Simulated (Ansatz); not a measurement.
Base system: Te (space group P3_121, No. 152; a = 4.521 Å, c = 5.955 Å; made of chains). Axes: x lies along a and z along c of the hexagonal cell.

(Cell as relaxed with PBE.)

Levels (all Ansatz, a quantum-chemistry and plane-wave program, PAW, earlier PAW set): PBE (420 eV, no SOC); r2SCAN (500 eV, without spin-orbit coupling).

Each level relaxes its own structure.

| base | PBE | r2SCAN |
|---|---|---|
| volume per atom | 35.14 Å³ | 36.44 Å³ |
| lattice parameter a | 4.521 Å | 4.624 Å |
| band gap | 0.23 eV | 0.54 eV |

It is then changed as follows: compressive biaxial strain of 2.35 % in the plane normal to [001], as in epitaxy on a mismatched substrate; the out-of-plane cell vector and the atoms relax.

```csv
quantity,PBE,r2SCAN
ratio −ε⊥/ε∥,0.66,[?]
mean in-plane stress (compression positive),+0.6 GPa,[?]
shortest interatomic distance,2.905 Å,[?]
```

Question: Predict the r2SCAN column.

Answer: 
- ratio −ε⊥/ε∥, r2SCAN: 0.58
- mean in-plane stress (compression positive), r2SCAN: +0.4 GPa
- shortest interatomic distance, r2SCAN: 2.842 Å

PBE's ratio −ε⊥/ε∥ lies 0.08 above r2SCAN's; PBE's in-plane stress lies 0.2 GPa above r2SCAN's; PBE's shortest interatomic distance lies 0.063 Å above r2SCAN's (2.2 %). Neither level is exact; r2SCAN is the comparison here, not a measurement.

Spin-orbit coupling, missing from the scalar runs, can matter with Te. Stability against distortions was not tested. No dispersion term is included, though the crystal is made of layers, chains or molecules, so its spacings can come out too wide. The zero or small gap of Te can change with the level of theory.
